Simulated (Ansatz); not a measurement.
Cost and result by functional for the surface energy of the (31-43) surface of hcp Os in its 1x1 cell, outermost plane spacing 0.10 Å in the ideal cut, in Ansatz (plane waves, PAW). Single points on the PBE structure, on one kind of machine; costs are rough ratios of the slab run's core time (references not counted) to the cheapest single point. r2SCAN's cost holds its higher cutoff (500 against 420 eV). Differences are taken against r2SCAN for comparison alone: no measured value is at hand, so the table doesn't rank accuracy.

Model: 36-atom slab, 10.3 Å thick at the start (thin: gaps and levels are the slab's own), 8x4x1 mesh, Fermi-Dirac 0.1 eV, dipole correction, all atoms relaxed; held to the start's symmetry, so lower structures may exist; no spin, no spin-orbit, no U. These notes are the PBE run's.

```csv
functional,relative cost,surface energy (J/m²),less r2SCAN (J/m²)
RPBE,1,3.56,-0.52
PBEsol,1,4.26,0.18
LDA,1,4.40,0.32
r2SCAN,2,4.08,0.00
PBE (the relaxed run's value),–,3.80,-0.28
```

The values span 0.84 J/m², while the single points' costs differ by a factor of roughly 2. Differences are of unrounded values.

Ansatz is a program for electronic structure.
